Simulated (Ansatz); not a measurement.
Here is the system:

```yaml
crystal:
  lattice:
    - [0.00000, 2.71922, 2.71922]
    - [2.71922, 0.00000, 2.71922]
    - [2.71922, 2.71922, 0.00000]
  atoms:
    - { symbol: Ga, position: [0.00000, 0.00000, 0.00000] }
    - { symbol: P, position: [0.25000, 0.25000, 0.25000] }
```

Calculation: PBEsol, rigid bands (plane waves, PAW, scalar-relativistic; Ansatz, a quantum-chemistry and plane-wave program). How the cell was made: cell and atoms relaxed with PBEsol.

Problem. What conductivity effective mass do dilute holes have at 300 K?

Solution. 0.41 mₑ.

Problem. Predict the electron conductivity mass (n e² τ/σ) at 300 K, by direction if it differs.

Solution. 0.34 mₑ.

Problem. And the band gap?

Solution. 1.45 eV at this level; semilocal functionals usually fall short of the measured gap.

Rigid bands, one relaxation time for all states, no polarons. Spin-orbit coupling is left out; where it splits the top of the valence band it changes the hole mass and lowers the gap by about a third of the splitting.
